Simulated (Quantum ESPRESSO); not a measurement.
# Convergence study of the plane-wave cutoff for Pd (P-3m1, 2 atoms in the cell)

```
Pd
1.0
    2.77532     0.00000     0.00000
   -1.38766     2.40350     0.00000
    0.00000     0.00000     4.61500
Pd
2
Direct
  0.66667   0.33333   0.76083
  0.33333   0.66667   0.25000
```
Moments meant for the start (each program seeds them in its own way; μB, in the order of the atoms Pd Pd): 1.0 1.0.

Level of theory: LDA (PZ), PSlibrary PAW (LDA) pseudopotentials (plane waves; Quantum ESPRESSO 7.5).

Base settings: ecutwfc = 40 Ry; ecutrho = 480 Ry; occupations = smearing; smearing = fd; degauss = 0.0073499 Ry; nspin = 2; potentials = {Pd: Pd.pz-n-kjpaw_psl.1.0.0.UPF}; K_POINTS = automatic 5 5 3 0 0 0; conv_thr = 1e-11 Ry; mixing_beta = 0.3.

Moved along: ecutrho.

The second cell is the first with its lattice scaled by 0.98.

The mesh stays at the base's, so the ladder's end is converged at best in this setting alone.

Only quantities that move along the ladder and can be compared are tabulated.

The count of work is k-points × plane waves × bands × iterations; it is no time. 

The starting cell comes from a database of computed structures (which also holds hypothetical and non-ambient phases and stackings), without a prior relaxation at this level. Its lattice was rescaled by up to half a per cent. One atom was moved a little off its site on purpose. The starting moments vanished: the run ended non-magnetic. In the base run, with a pressure of about -12 GPa the cell is away from its equilibrium volume at this level. Without a gap this mesh is coarse (it stands for a supercell whose shortest vector is 14 Å).

| ecutwfc | free energy less the last step's (meV/atom) | energy of the compressed cell less the first (meV/atom) | pressure (GPa) | largest difference of a force vector from the last step's (eV/Å) | count of work / last |
|---|---|---|---|---|---|
| 14 Ry | 32798.02 | -896.58 | -965.56 | 0.981 | 0.062 |
| 16 Ry | 17202.40 | 110.21 | -636.85 | 0.207 | 0.093 |
| 18 Ry | 9043.13 | -241.23 | -409.69 | 0.144 | 0.094 |
| 20 Ry | 4252.24 | -52.90 | -239.42 | 0.012 | 0.11 |
| 22 Ry | 1917.94 | 24.59 | -134.99 | 0.004 | 0.13 |
| 24 Ry | 822.84 | -20.46 | -73.40 | 0.018 | 0.13 |
| 28 Ry | 142.66 | -31.74 | -20.58 | 0.009 | 0.16 |
| 32 Ry | 73.27 | -28.00 | -10.42 | 0.002 | 0.19 |
| 36 Ry | 68.82 | -28.27 | -11.03 | 0.002 | 0.23 |
| 40 Ry | 46.99 | -28.11 | -12.00 | 0.001 | 0.27 |
| 44 Ry | 23.54 | -28.08 | -11.67 | 0.001 | 0.32 |
| 48 Ry | 10.56 | -28.22 | -10.91 | 0.000 | 0.35 |
| 54 Ry | 6.02 | -28.35 | -10.30 | 0.000 | 0.42 |
| 60 Ry | 5.66 | -28.37 | -10.35 | 0.000 | 0.50 |
| 70 Ry | 2.13 | -28.38 | -10.44 | 0.000 | 0.62 |
| 80 Ry | 0.39 | -28.35 | -10.29 | 0.000 | 0.76 |
| 96 Ry | 0.00 | -28.36 | -10.31 | 0.000 | 1.0 |

Coarsest ecutwfc that holds the free energy within 5 meV/atom of the last step, with all finer ones: 70 Ry; the step before is off by 5.7 meV/atom.

Coarsest ecutwfc that holds the pressure within 0.2 GPa of the last step, with all finer ones: 54 Ry, at 0.42 of the last step's count of work; the step before is off by 0.60 GPa.

Coarsest ecutwfc that holds the energy of the compressed cell less the first within 0.2 meV/atom of the last step, with all finer ones: 48 Ry, at 0.35 of the last step's count of work; the step before is off by 0.28 meV/atom.

The energy difference between the two cells stays within 1 meV/atom of the last step's from 32 Ry on, the total only from 80 Ry on: much of the error is common to both cells and cancels.

Two neighbours can agree and both be off: 54 Ry and 60 Ry differ by 0.37 meV/atom in the free energy, yet lie about 5.7 meV/atom from the last step.

At the lowest cutoff the pressure lies 955 GPa under the last step's, the usual sign of Pulay stress in an incomplete plane-wave basis.
